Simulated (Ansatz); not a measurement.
Ansatz (a program for electronic structure), DFT, PBE, plane waves, its default PAW files: cubic perovskite SrTiO3, atoms displaced (Sr8Ti8O24), 40 atoms. Basis and mesh were picked for this test and aren't claimed converged.

```json
{
  "cell": "7.81, 7.81, 7.81 Å; 90, 90, 90°",
  "distance_to_the_nearest_atom": "1.87 to 2.71 Å",
  "task": "md",
  "k mesh": "2×2×2",
  "hamiltonian.xc": "pbe",
  "kind_of_files": "paw",
  "scf.occupations.method": "fixed",
  "output.forces": "true",
  "md.timestep": "1 fs",
  "md.n_steps": "12",
  "md.ensemble": "nve",
  "md.temperature": "600 K",
  "md.initial_velocities": "maxwell_boltzmann",
  "md.seed": "7",
  "memory maximum (--max-ram)": "200GiB",
  "accuracy": "medium (default)",
  "basis.precision": "auto (default)",
  "basis.xc_grid": "2 (default)",
  "scf.eigensolver.kind": "auto (default)",
  "scf.mixing.algorithm": "auto (default)",
  "scf.mixing.preconditioner": "auto (default)",
  "scf.lower_state_search": "light (default)",
  "k-points after symmetry": "8",
  "bands_at_the_start": "200",
  "electrons": "320",
  "plane waves at Γ": "9315",
  "cutoff (eV)": "420",
  "FFT grid": "54×54×54",
  "symmetry_operations": "1"
}
```

It runs on a single node (Arm Neoverse V2, 96 cores on 1 socket, no SMT, 1 L3 cache group; 94 cores' worth of CPU time may be used).

Times are wall-clock medians of two to five runs, from launch to exit, with nothing else on the machine. Unless noted, each process is bound to its own block of adjacent cores. Build: release build for Arm (Neoverse V2), one process with threads. Other compilers and libraries give other times. Scratch files lie in a memory file system.

All on 88 threads. The candidates, on 88 cores each, agree within 1.0 meV/atom in energy, 10 meV/Å in forces (largest component):
A. scf.convergence.dr2_threshold = 1e-09 eV, md.density_extrapolation = not set
B. scf.convergence.dr2_threshold = 1e-07 (default), md.density_extrapolation = none
C. scf.convergence.dr2_threshold = 4e-08 (default), md.density_extrapolation = not set
D. scf.convergence.dr2_threshold = 1e-07 (default), md.density_extrapolation = second_order
E. scf.convergence.dr2_threshold = 1e-06 eV, md.density_extrapolation = not set
F. scf.convergence.dr2_threshold = 1e-07 (default), md.density_extrapolation = transplant

Question: Which of these settings finishes first?

Answer: E and D, at 11 s, level within 8 % or the scatter of repeats. At the other end B takes 1.6× as long.

```tsv
candidate	wall time	repeats	SCF iterations (all cycles of the run, searches included)
E	11 s	3 runs within 2 %	65
D	11 s	3 runs within 1 %	61
C	12 s	3 runs within 2 %	81
F	14 s	3 runs within 1 %	104
A	14 s	2 runs within 2 %	99
B	17 s	2 runs within 1 %	149
```

From the slowest to the fastest: The largest move is in band solves (diag): 12 s to 6.2 s. The band solves carry the change: the iterations make 453030 against 214049 applications of H to a band, at 0.027 against 0.029 ms of diag time each. What the program resolved moves too: residual threshold (eV) from 1e-07 to 1e-06. In the fastest run the program took: scf.mixing.algorithm MSR1, scf.mixing.preconditioner Resta, scf.eigensolver.kind band_cg, --slots 8, --kpoint-pools 1.

Keys are those of Ansatz 0.2.
